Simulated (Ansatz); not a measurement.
# Amorphous In9Ga9Zn9O35F2

A CHGNet melt-quench gave the starting glass, which DFT then relaxed. O and F atoms were pushed apart under 1.9 Å during the dynamics, to hinder bonds among them. The hot cell started wider than the set density and was brought back towards it in steps. It is the lowest in DFT energy of 2 quenches. It is a model cell: composition and starting density were chosen by hand, and all elements were melted together. No dispersion term was used.

Methods: PBE, scalar-relativistic without spin-orbit coupling (Ansatz, a first-principles code); r2SCAN, scalar-relativistic without spin-orbit coupling (Ansatz); HSE06, scalar-relativistic without spin-orbit coupling (Ansatz). Geometry, pressure, stress and energy are those of the PBE run. Its sampling: a 2×2×2 Γ-centred mesh; Fermi-Dirac width 0.02 eV; no spin polarisation. Other functionals are single points at the zone centre (r2SCAN at 500 eV; exact exchange cut at the cell's faces), free to take moments where seeds were set.

| Quantity | Value |
|---|---|
| Number of atoms in the cell | 64 |
| Density (volume relaxed, without dispersion) | 5.60 g/cm³ |
| Volume per atom | 13.18 Å³ |
| Pressure on a 2×2×2 Γ-centred mesh | 0.14 GPa |
| Largest force and stress component on that mesh (the relaxation ran on the zone centre alone) | 0.06 eV/Å and 0.3 GPa |
| Gap on a 2×2×2 Γ-centred mesh (PBE) | 1.00 eV |
| Gap at the zone centre (PBE) | 0.98 eV |
| Gap at the zone centre (r2SCAN) | 1.45 eV |
| Gap at the zone centre (HSE06) | 2.59 eV |

Bonds are counted up to In-In 3.12 Å, In-Ga 2.90 Å, In-Zn 2.90 Å, In-O 2.84 Å, In-F 2.39 Å, Ga-Ga 2.68 Å, Ga-Zn 2.68 Å, Ga-O 2.32 Å, Ga-F 2.15 Å, Zn-Zn 2.68 Å, Zn-O 2.54 Å, Zn-F 2.15 Å, O-O 1.58 Å, O-F 1.48 Å, F-F 1.37 Å. Two cations that share two anions don't count as bonded, nor two that share one unless they lie closer than In-In 3.04 Å, In-Ga 2.82 Å, In-Zn 2.82 Å, Ga-Ga 2.61 Å, Ga-Zn 2.61 Å, Zn-Zn 2.61 Å.

The mean coordination of In by anions is 5.67 (3 with 5, 6 with 6) and the mean coordination of Ga by anions is 4.33 (6 with 4, 3 with 5). The mean coordination of Zn by anions is 4.11 (8 with 4, 1 with 5), the mean coordination of O comes out as 3.54 (16 with 3, 19 with 4) and the mean coordination of F comes out as 1.50 (1 with 1, 1 with 2). The mean In-O bond is 2.237 Å (spread 0.143 Å, 51 counted) and the mean Ga-O bond is 1.903 Å (spread 0.079 Å, 37 counted).

Its density started from a set value of 5.84 g/cm³. Cooling (nominally 210 K/ps over its main leg) ran many orders faster than in experiment, which tends to leave more defects and strain. A cell of this size samples the disorder only roughly. Volume and shape were free in the relaxation.
